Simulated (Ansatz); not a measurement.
# MgO (P6₃/mmc, No. 194; start mp-1065577; another space group than a measured phase of this formula): smallest direct gap on the k points sampled by level of theory

No measured value is used here.

| level (code) | value (eV) |
|---|---|
| LDA (Ansatz) | 3.29 |
| PBEsol (Ansatz) | 3.27 |
| r²SCAN (Ansatz) | 4.05 |
| G0W0@PBEsol (Ansatz) | 5.99 ± 0.01 |

Computed values are for a static lattice.  A ± on a computed value is a rough bar: the spread of its extrapolation, a floor set from checks against published values, or a statistical error. Values are at the PBEsol cell. Cutoffs differ between the levels. Ansatz's density-functional and Hartree–Fock values are scalar-relativistic unless marked +SOC, with PAW data made under PBE.

A start named mp-… is a Materials Project structure, which can be a computed phase never made.

Ansatz is an electronic-structure program.
